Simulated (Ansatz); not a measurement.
The parent structure is Pt in the fcc (Cu type) structure (space group Fm-3m, No. 225; a = 3.942 Å; relaxed with 0.1 eV smearing). Axes: x, y, z lie along the cube axes.

Computed with r2SCAN (Ansatz, a program for electronic structure, PAW, without spin-orbit coupling).

Strains are applied to the cell and any free atomic positions relax; under biaxial strain the out-of-plane vector relaxes too.

One change was made to it. Results:

| quantity | base | after |
|---|---|---|
| volume per atom | 15.31 Å³ | 15.27 Å³ |
| pressure (mean of the normal stresses, compression positive) | 0.0 GPa | 0.8 GPa |
| energy relative to the base (free energy F) | 0 meV/atom | +0.6 meV/atom |

Problem. Which change produced these results?
(A) biaxial strain −0.50 %, plane normal [001], relaxed out of plane
(B) biaxial strain −2.50 %, plane normal [001], relaxed out of plane
(C) biaxial strain −1.00 %, plane normal [001], relaxed out of plane

Solution. A, biaxial strain −0.50 %, plane normal [001], relaxed out of plane. For comparison, the energy relative to the base in the other runs: biaxial strain −2.50 %, plane normal [001], relaxed out of plane gives +16 meV/atom; biaxial strain −1.00 %, plane normal [001], relaxed out of plane gives +2.4 meV/atom.

No phonon test of stability was made. The final runs are not spin-polarised.
